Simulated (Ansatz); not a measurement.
Method: PBE (plane waves to 420 eV, PAW; Ansatz, a program for electronic structure).

Planar average of the electrostatic potential across the slab, in eV from the Fermi level, for OH on the 1x1 (0001) surface of hcp Ru, one in a 3x3 cell, started at the site 'hollow Ru-Ru-Ru over Ru at depth 2.1 Å':

(z (Å), V (eV)): (5.10, 5.00); (5.38, 5.00); (5.67, 5.00); (5.95, 5.00); (6.23, 4.99); (6.52, 4.98); (6.80, 4.95); (7.08, 4.89); (7.37, 4.77); (7.65, 4.54); (7.93, 4.06); (8.22, 3.08); (8.50, 1.08); (8.78, -3.65); (9.07, -13.82); (9.35, -24.28); (9.63, -27.89); (9.92, -22.08); (10.20, -11.16); (10.48, -3.34); (10.77, -3.25); (11.05, -10.85); (11.33, -21.92); (11.62, -28.18); (11.90, -25.21); (12.18, -15.05); (12.47, -5.00); (12.75, -1.77); (13.03, -5.02); (13.32, -15.06); (13.60, -25.20); (13.88, -28.16); (14.17, -21.89); (14.45, -10.82); (14.73, -3.23); (15.02, -3.29); (15.30, -11.05); (15.58, -22.00); (15.87, -27.93); (16.15, -24.50); (16.43, -14.16); (16.72, -4.02); (17.00, 0.31); (17.28, 1.90); (17.57, 2.80); (17.85, 3.56); (18.13, 3.95); (18.42, 3.82); (18.70, 4.01); (18.98, 4.13); (19.27, 4.17); (19.55, 4.19); (19.83, 4.20); (20.12, 4.20); (20.40, 4.20); (20.68, 4.20); (20.97, 4.20); (21.25, 4.20); (21.53, 4.20); (21.82, 4.20); (22.10, 4.20); (22.38, 4.20); (22.67, 4.20)

Set-up: 38 atoms, 6.3 Å thick at the start under the adsorbate (thin: gaps and levels are the slab's own); mesh 4x4x1; 0.1 eV smearing; dipole correction on; 18 atoms held, the rest relaxed; no symmetry held; no spin, no spin-orbit, no U, no dispersion correction. At the end it is bonded to 3 Ru. In PBE it is, or lies within 0.03 eV of, the lowest of the starts that converged.

### Question
The surface cell has an area of 57.72 Å². What dipole along the normal does the step between the two vacuum levels imply?

### Answer
the top vacuum level lies 0.80 eV below the bottom one; p = −ε₀ A ΔV (ε₀ = 0.005526 e/(V·Å)) gives 0.26 e·Å a cell.
